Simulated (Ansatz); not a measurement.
System: CaTiO3 (Pnma, No. 62). Method: BLYP (Ansatz, a first-principles code, PAW).

Settings: plane-wave cutoff 520 eV, 6×6×6 k mesh, Fermi–Dirac smearing 0.01 eV, no spin polarisation, scalar-relativistic PAW data made under PBE.

Response to compression and expansion:

Shape and atoms are relaxed at each volume.

```json
[
 {"V (Å³/atom)": "11.213", "P (GPa)": "7.34", "direct gap at Γ (eV)": "2.433"},
 {"V (Å³/atom)": "11.447", "P (GPa)": "3.47", "direct gap at Γ (eV)": "2.396"},
 {"V (Å³/atom)": "11.680", "P (GPa)": "0.00", "direct gap at Γ (eV)": "2.359"},
 {"V (Å³/atom)": "11.914", "P (GPa)": "-3.13", "direct gap at Γ (eV)": "2.320"},
 {"V (Å³/atom)": "12.147", "P (GPa)": "-5.94", "direct gap at Γ (eV)": "2.279"}
]
```

A straight line through the gaps at Γ against ln V gives a volume deformation potential dE_g(Γ)/d ln V of -1.9 eV: the gap at Γ widens under compression.

Note: the relaxation could not lower the start's symmetry, so the cell can be a saddle point above a distorted one; the bulk modulus comes from volumes at which shape and atoms were relaxed.
